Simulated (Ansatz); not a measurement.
Base system: FeGe (space group P2_13, No. 198; ferromagnetic).

```xyz
8
Lattice="4.5966 0.0000 0.0000 0.0000 4.5966 0.0000 0.0000 0.0000 4.5966" Properties=species:S:1:pos:R:3 pbc="T T T"
Fe     0.6259     0.6259     0.6259
Fe     1.6724     3.9707     2.9242
Fe     2.9242     1.6724     3.9707
Fe     3.9707     2.9242     1.6724
Ge     3.8701     3.8701     3.8701
Ge     3.0248     0.7265     1.5718
Ge     1.5718     3.0248     0.7265
Ge     0.7265     1.5718     3.0248
```

Cartesian axes are those of the cell as printed.

Level of theory: PBEsol (Ansatz, a quantum-chemistry and plane-wave program; PAW; 420 eV plane waves; spin-orbit coupling left out).

Base values:

```
Quantity                               Value
-----------------------------  -------------
Shortest interatomic distance        2.342 Å
Magnetic state                 ferromagnetic
Pressure                             0.0 GPa
```

Perturbation: the symmetric strain tensor [-0.0021 -0.0039 0.0040; -0.0039 0.0089 -0.0059; 0.0040 -0.0059 0.0160]; the atoms relax in the strained cell.

Question: Estimate the effect on the shortest interatomic distance, energy relative to the base, magnetic state and pressure.

Answer: The shortest interatomic distance grows by 0.004 Å (2.342 Å → 2.346 Å); the energy grows by 5.4 meV/atom; the magnetic state remains ferromagnetic; the pressure (mean of the normal stresses, compression positive) goes from zero to -3.9 GPa.

Other magnetic orders, which the real material may have, were not ruled out. Without a gap, meshes like the base's 10×10×10 leave anisotropic stresses uncertain by several tenths of a GPa, and small strain energies with them. Whether these cells are dynamically stable was not tested.
